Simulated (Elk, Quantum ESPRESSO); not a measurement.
A Quantum ESPRESSO input for a self-consistent single point of SiRu (P1, 2 atoms in the cell) (DFT, LDA (PZ), plane waves, GBRV 1.5 ultrasoft (LDA) pseudopotentials):

```fortran
&control
  calculation = 'scf',
  prefix = 'run',
  outdir = './tmp',
  pseudo_dir = './',
  tprnfor = .true.,
  tstress = .true.,
/
&system
  ibrav = 0,
  celldm(1) = 5.5106681465,
  nat = 2,
  ntyp = 2,
  ecutwfc = 40,
  ecutrho = 320,
  occupations = 'smearing',
  smearing = 'fermi-dirac',
  degauss = 0.0073499,
/
&electrons
  conv_thr = 1.0d-10,
/
ATOMIC_SPECIES
Si    28.0850  si_lda_v1.uspp.F.UPF
Ru   101.0700  ru_lda_v1.2.uspp.F.UPF
ATOMIC_POSITIONS crystal
Si    0.4911000000    0.4909190000    0.4883850000
Ru    0.0089000000    0.0090810000    0.0116150000
K_POINTS automatic
8 8 8  0 0 0
CELL_PARAMETERS alat
   1.0000000000     0.0000000000     0.0000000000
   0.0000000000     1.0000000000     0.0000000000
   0.0000000000     0.0000000000     1.0000000000
```

Translate this input to Elk.

One input that does it (others would too):

```
tasks
  0

rgkmax
  8.0

gmaxvr
  14.0

nxoapwlo
  1

rmtscf
  0.93

swidth
  0.00367493

maxscl
  100

avec
    5.5106681465    0.0000000000    0.0000000000
    0.0000000000    5.5106681465    0.0000000000
    0.0000000000    0.0000000000    5.5106681465

atoms
  2
  'Si.in'
  1
  0.4911000000  0.4909190000  0.4883850000    0.0 0.0 0.0
  'Ru.in'
  1
  0.0089000000  0.0090810000  0.0116150000    0.0 0.0 0.0

ngridk
  8 8 8
```

Basis settings and potentials, where a program has them, do not carry over. This input uses DFT, LDA (PW92), all-electron FP-LAPW, Elk's shipped species files, LAPW+lo basis. LDA parametrisations can differ slightly between programs.

The starting cell comes from a database of computed structures (which also holds hypothetical and non-ambient phases and stackings), without a prior relaxation at this level. For this run, on top of that: atoms moved at random.
